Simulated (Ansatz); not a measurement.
Tb in the hcp (Mg type) structure (space group P6_3/mmc, No. 194; ferromagnetic)

```cif
data_Tb2
_chemical_formula_sum 'Tb2'
_space_group_name_H-M_alt 'P 1'
_space_group_IT_number 1
_cell_length_a 3.47068
_cell_length_b 3.47068
_cell_length_c 5.57086
_cell_angle_alpha 90.000
_cell_angle_beta 90.000
_cell_angle_gamma 120.000
loop_
_space_group_symop_operation_xyz
  'x, y, z'
loop_
_atom_site_label
_atom_site_type_symbol
_atom_site_fract_x
_atom_site_fract_y
_atom_site_fract_z
_atom_site_occupancy
Tb1 Tb 0.33333 0.66667 0.75000 1
Tb2 Tb 0.66667 0.33333 0.25000 1
```

Calculations: PBEsol/PAW in Ansatz (an electronic-structure program), no spin-orbit coupling, earlier PAW set. Settings: 15×15×9 k-points, 0.05 eV Fermi–Dirac smearing.

```json
{
  "volume_per_atom": "29.06 Å³",
  "density": "9.08 g/cm³",
  "magnetic_state": "ferromagnetic",
  "total_energy": "-9837.698 eV/atom (σ→0; compares only within this code and set-up)"
}
```

Other magnetic orders, which the real material may have, were not ruled out. Open 4f shells without U are poorly described, and the f state was not checked. Stability against distortions was not tested.
